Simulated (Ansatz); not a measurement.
Defect: Si-vacancy pair (Si on one host W site, one W site vacant) in bcc W, neutral cell. The step: direct exchange of Si with the vacancy (Si-vacancy distance between ideal sites 2.76 Å throughout); the atom moves 2.39 Å along (0.43, 0.43, 0.43) of the unit cell; the moving atom starts with neighbours 3 W at 2.72, 3 W at 2.81, W at 2.90, 3 W at 3.04, 2 W at 3.28, W at 3.33 Å and ends with 3 W at 2.72, 3 W at 2.81, W at 2.90, 3 W at 3.04, 2 W at 3.28, W at 3.33 Å. A PBE band in Ansatz (plane-wave PAW, a 2×2×3 k-point mesh shifted by half a step, 36 host sites, 27 SCF runs with any check of the saddle's order, static, no finite-size correction) gives a forward barrier of 0.31 eV. The saddle point's order was not checked, and it lies on a symmetry element of the cell, where a band can be held. Forms of the defect that were not tried may lie lower.

Single points at the band's start and saddle point can refine it. Rough cost of one point, in units of the band's mean SCF on the same machine:

```json
[
 {"Level": "PBE, a 3×3×5 k-point mesh shifted by half a step", "Cost of one point": "about 4"},
 {"Level": "r2SCAN at 500 eV, a 2×2×3 k-point mesh shifted by half a step", "Cost of one point": "about 2"}
]
```

Problem. Which of these move the barrier by more than 0.1 eV, and how far does each move it?

Solution. Not one does. PBE, a 3×3×5 k-point mesh shifted by half a step: -0.02 eV; r2SCAN at 500 eV, a 2×2×3 k-point mesh shifted by half a step: +0.05 eV. Each functional is compared with PBE at the same k-points.

Ansatz is a first-principles code.
